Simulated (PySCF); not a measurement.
PySCF 2.14.0, unrestricted B3LYP/def2-svp, df: Cu(F)(SH)(OH2)2 ([OH2]->[Cu](<-[OH2])([F])[SH]), charge 0, multiplicity 2, 10 atoms. The geometry is a generated start, not checked to be a minimum at this level.

| Item | Value |
|---|---|
| task | energy |
| method | b3lyp |
| basis | def2-svp |
| two-electron scheme | density fitting |
| mol.max_memory | 3000 MB |
| mf.max_cycle | 100 |
| mf.init_guess | minao (default) |
| mf.DIIS | CDIIS (default) |
| mf.conv_tol | 1e-09 (default) |
| mf.grids.level | 3 (default) |
| basis functions | 116 |
| grid points | 130992 |

```xyz
10

Cu     0.7269    -0.3160    -0.4298
F      1.9317    -1.4419     0.1075
S      0.9478     1.7334     0.5649
H      2.1936     1.5526     0.9503
O     -0.7076     0.3256    -1.7382
H     -0.6558     1.2906    -1.7195
H     -1.5292     0.0645    -1.3019
O     -1.1088    -0.9957     0.8408
H     -1.0456    -0.3763     1.5767
H     -0.7530    -1.8369     1.1492
```

Charge 0 and multiplicity 2 are set for this test and not shown to be the ground state.

One run each on 2 threads, 1 BLAS thread. Values of diis_space tried: 3, 5, 8 (default), 12, 20.

### Question
Which value of diis_space needs the fewest Fock builds, and what happens away from it?

### Answer
Fewest Fock builds, within one of each other: 8 (default) with 21, 12 with 21, 20 with 21. The count rises to 42 at 3. All converge to one solution.

```
diis_space   Fock builds            end
-----------  -----------  -------------
3                     42  same solution
5                     24  same solution
8 (default)           21  same solution
12                    21  same solution
20                    21  same solution
```
